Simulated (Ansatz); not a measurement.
Partial pair distribution functions of a relaxed model of amorphous Si$_{26}$O$_{36}$C$_{8}$, broadened by 0.06 Å; density 2.20 g/cm³. These are PBE, scalar-relativistic without spin-orbit coupling (plane waves to 420 eV, PAW; Ansatz, an electronic-structure program) values and carry that method's errors. In the spin-polarised cell the level spacing at the Fermi energy can part levels of unlike spin.

A CHGNet melt-quench gave the starting glass, which DFT then relaxed. O atoms were pushed apart under 1.9 Å during the dynamics, to hinder bonds among them. The hot cell started wider than the set density and was brought back towards it in steps. It is the lowest in DFT energy of 2 quenches. It is a model cell: composition and starting density were chosen by hand, and all elements were melted together. No dispersion term was used. Its density started from a set value of 2.20 and ended at 2.20 g/cm³. The simulated quench (nominally 400 K/ps over its main leg) is rapid and tends to freeze in more defects than a deposited or slowly cooled glass has. Values belong to this one cell and scatter from quench to quench. The volume was held where the preparation left it, at a PBE pressure of -0.4 GPa (tension). Stress components on the final sampling reach 2.4 GPa. Cycles of charging lowered its energy after that relaxation.

```json
[
 {"r (Å)": "1.40", "g Si-O": "0.01", "g Si-C": "0.00", "g Si-Si": "0.00", "g O-O": "0.00"},
 {"r (Å)": "1.50", "g Si-O": "1.03", "g Si-C": "0.00", "g Si-Si": "0.00", "g O-O": "0.00"},
 {"r (Å)": "1.60", "g Si-O": "9.70", "g Si-C": "0.06", "g Si-Si": "0.00", "g O-O": "0.00"},
 {"r (Å)": "1.70", "g Si-O": "9.52", "g Si-C": "2.36", "g Si-Si": "0.00", "g O-O": "0.00"},
 {"r (Å)": "1.80", "g Si-O": "1.62", "g Si-C": "9.01", "g Si-Si": "0.00", "g O-O": "0.00"},
 {"r (Å)": "1.90", "g Si-O": "0.43", "g Si-C": "8.17", "g Si-Si": "0.00", "g O-O": "0.00"},
 {"r (Å)": "2.00", "g Si-O": "0.32", "g Si-C": "2.40", "g Si-Si": "0.00", "g O-O": "0.00"},
 {"r (Å)": "2.10", "g Si-O": "0.06", "g Si-C": "0.53", "g Si-Si": "0.00", "g O-O": "0.00"},
 {"r (Å)": "2.20", "g Si-O": "0.00", "g Si-C": "0.93", "g Si-Si": "0.00", "g O-O": "0.00"},
 {"r (Å)": "2.30", "g Si-O": "0.00", "g Si-C": "0.54", "g Si-Si": "0.14", "g O-O": "0.00"},
 {"r (Å)": "2.40", "g Si-O": "0.00", "g Si-C": "0.03", "g Si-Si": "0.61", "g O-O": "0.15"},
 {"r (Å)": "2.50", "g Si-O": "0.01", "g Si-C": "0.00", "g Si-Si": "0.74", "g O-O": "1.21"},
 {"r (Å)": "2.60", "g Si-O": "0.15", "g Si-C": "0.15", "g Si-Si": "0.55", "g O-O": "4.39"},
 {"r (Å)": "2.70", "g Si-O": "0.52", "g Si-C": "0.36", "g Si-Si": "0.82", "g O-O": "4.57"},
 {"r (Å)": "2.80", "g Si-O": "0.55", "g Si-C": "0.13", "g Si-Si": "1.15", "g O-O": "1.83"},
 {"r (Å)": "2.90", "g Si-O": "0.36", "g Si-C": "0.63", "g Si-Si": "2.04", "g O-O": "0.94"},
 {"r (Å)": "3.00", "g Si-O": "0.34", "g Si-C": "0.78", "g Si-Si": "2.62", "g O-O": "1.09"},
 {"r (Å)": "3.10", "g Si-O": "0.74", "g Si-C": "0.66", "g Si-Si": "2.48", "g O-O": "0.84"},
 {"r (Å)": "3.20", "g Si-O": "0.92", "g Si-C": "0.64", "g Si-Si": "2.02", "g O-O": "0.59"},
 {"r (Å)": "3.30", "g Si-O": "1.00", "g Si-C": "0.81", "g Si-Si": "1.30", "g O-O": "0.75"},
 {"r (Å)": "3.40", "g Si-O": "1.04", "g Si-C": "1.06", "g Si-Si": "0.85", "g O-O": "0.80"},
 {"r (Å)": "3.50", "g Si-O": "1.07", "g Si-C": "1.37", "g Si-Si": "0.58", "g O-O": "0.85"},
 {"r (Å)": "3.60", "g Si-O": "0.99", "g Si-C": "0.86", "g Si-Si": "0.41", "g O-O": "0.65"},
 {"r (Å)": "3.70", "g Si-O": "1.13", "g Si-C": "0.63", "g Si-Si": "0.32", "g O-O": "0.55"},
 {"r (Å)": "3.80", "g Si-O": "1.54", "g Si-C": "0.46", "g Si-Si": "0.37", "g O-O": "0.71"},
 {"r (Å)": "3.90", "g Si-O": "1.48", "g Si-C": "0.93", "g Si-Si": "0.62", "g O-O": "0.77"},
 {"r (Å)": "4.00", "g Si-O": "1.17", "g Si-C": "1.85", "g Si-Si": "0.95", "g O-O": "0.86"},
 {"r (Å)": "4.10", "g Si-O": "1.20", "g Si-C": "1.56", "g Si-Si": "0.73", "g O-O": "0.75"},
 {"r (Å)": "4.20", "g Si-O": "1.37", "g Si-C": "1.00", "g Si-Si": "0.69", "g O-O": "0.75"},
 {"r (Å)": "4.30", "g Si-O": "1.43", "g Si-C": "1.31", "g Si-Si": "0.94", "g O-O": "0.96"},
 {"r (Å)": "4.40", "g Si-O": "1.25", "g Si-C": "1.52", "g Si-Si": "0.99", "g O-O": "1.09"},
 {"r (Å)": "4.50", "g Si-O": "0.93", "g Si-C": "1.22", "g Si-Si": "1.10", "g O-O": "0.92"},
 {"r (Å)": "4.60", "g Si-O": "0.83", "g Si-C": "1.10", "g Si-Si": "0.81", "g O-O": "1.19"},
 {"r (Å)": "4.70", "g Si-O": "0.94", "g Si-C": "1.07", "g Si-Si": "0.64", "g O-O": "1.37"},
 {"r (Å)": "4.80", "g Si-O": "0.91", "g Si-C": "0.85", "g Si-Si": "0.74", "g O-O": "1.19"},
 {"r (Å)": "4.90", "g Si-O": "0.93", "g Si-C": "0.80", "g Si-Si": "1.15", "g O-O": "1.08"},
 {"r (Å)": "5.00", "g Si-O": "0.75", "g Si-C": "0.96", "g Si-Si": "1.00", "g O-O": "1.10"},
 {"r (Å)": "5.10", "g Si-O": "0.85", "g Si-C": "0.66", "g Si-Si": "1.29", "g O-O": "1.12"}
]
```

Within 2.14 Å each Si has 2.69 O neighbours on average.
